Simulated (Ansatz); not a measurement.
CsPbCl3 under a change: pressure 5 GPa

The reference is CsPbCl3 in the cubic perovskite structure (space group Pm-3m, No. 221; a = 5.6188 Å).

Modification: cell and atoms relaxed at a pressure of 5 GPa.

Calculations: Kohn–Sham DFT with the PBEsol functional, run in Ansatz (a quantum-chemistry and plane-wave program) with PAW and 420 eV plane waves, no SOC. Γ-centred 6×6×6 mesh, Fermi–Dirac width 0.05 eV.

```csv
quantity,base,changed,shift
density,4.18 g/cm³,4.82 g/cm³,+0.64 g/cm³
shortest interatomic distance,2.809 Å,2.679 Å,-0.130 Å
enthalpy H = E + PV relative to the base's energy,–,+1.02 eV/atom,–
band gap,1.83 eV,1.07 eV,-0.766 eV
gap character,direct at R,direct at R,–
width of the top valence band,2.48 eV,3.68 eV,+1.20 eV
"electron mass (degenerate bands, along [100])","0.10, 0.83, 0.83 mₑ (at R)","0.072, 0.68, 0.68 mₑ (at R)",–
hole mass,0.17 mₑ (at R),0.097 mₑ (at R),–
"valley order (the lowest conduction-band minima on the path, energy above the VBM, named in the base's zone)",R along ⟨111⟩ 1.83 eV; Γ 3.24 eV,R along ⟨111⟩ 1.07 eV; Γ 2.37 eV,–
```

Final structure:

```xyz
5
Lattice="5.3578 0.0000 0.0000 0.0000 5.3578 0.0000 0.0000 0.0000 5.3578" Properties=species:S:1:pos:R:3 pbc="T T T"
Cs     0.0000     0.0000     0.0000
Pb     2.6789     2.6789     2.6789
Cl     2.6789     0.0000     2.6789
Cl     0.0000     2.6789     2.6789
Cl     2.6789     2.6789     0.0000
```

Cost of the whole job for the changed cell (relaxation, final SCF and bands): about 40 core-seconds (a rough figure).

With Pb present, leaving out spin-orbit coupling can change the band edges. Load acts through the strain it causes; cell and atoms are relaxed under it. Effective masses come from finite differences of ±0.01 Å⁻¹. Whether these cells are dynamically stable was not tested. Competing high-pressure phases were not computed. Many cubic perovskites are stable only at high temperature; tilts and polar distortions were not tested. This is not the structure that CsPbCl3 has at room temperature and ambient pressure.
